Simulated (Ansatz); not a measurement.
The reference is Mg2Ge in the anti-fluorite structure (space group Fm-3m, No. 225; a = 6.286 Å). Axes: x, y, z lie along the cube axes.

Method: Ansatz (a quantum-chemistry and plane-wave program), LDA, PAW, cutoff 420 eV, no SOC.

Strains are applied to the cell and any free atomic positions relax.

One change was made to it. Results:

```json
[
 {"quantity": "band gap", "base": "0.10 eV", "after": "zero"},
 {"quantity": "pressure (mean of the normal stresses, compression positive)", "base": "0.0 GPa", "after": "0.1 GPa"},
 {"quantity": "energy relative to the base (free energy F)", "base": "0 meV/atom", "after": "+4.8 meV/atom"}
]
```

Which change produced these results?
A) tensor shear ε_xy = +0.86 %
B) tensor shear ε_xy = +1.71 %
C) tensor shear ε_xy = +2.00 %
D) tensor shear ε_xy = +0.57 %
E) tensor shear ε_xy = +1.14 %

C, tensor shear ε_xy = +2.00 %. For comparison, the energy relative to the base in the other runs: tensor shear ε_xy = +1.71 % gives +3.5 meV/atom; tensor shear ε_xy = +0.57 % gives +0.4 meV/atom; tensor shear ε_xy = +0.86 % gives +0.9 meV/atom; tensor shear ε_xy = +1.14 % gives +1.6 meV/atom.

Whether these cells are dynamically stable was not tested. All final runs are without spin polarisation. Gaps under 0.05 eV, about the width of the smearing, are given as zero. The zero or small gap of Mg2Ge can change with the level of theory.
